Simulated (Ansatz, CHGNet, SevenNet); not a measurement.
# Ru (model structure, started from the simple cubic type, Pm-3m, No. 221, 1 atom in the cell): lattice parameter a by level of theory

No measured value is used here.

```csv
level (code),value (Å)
CHGNet-r²SCAN,2.504
SevenNet-0,2.506
LDA (Ansatz),2.464
PBEsol (Ansatz),2.480
r²SCAN (Ansatz),2.491
```

LDA, PBEsol, r²SCAN: the run has no spin polarisation, so it can have missed a magnetic state. Cutoffs differ between the levels. Ansatz's density-functional and Hartree–Fock values are scalar-relativistic unless marked +SOC, with PAW data made under PBE.

Machine-learned potentials (CHGNet-r²SCAN, SevenNet-0) are trained on DFT data: a solid inside that data is no test of them.

A model structure was made by putting elements into a prototype or built by hand; it is no filed structure, need not be a known phase, and can be a saddle point held by its symmetry.

Ansatz is a quantum-chemistry and plane-wave program.
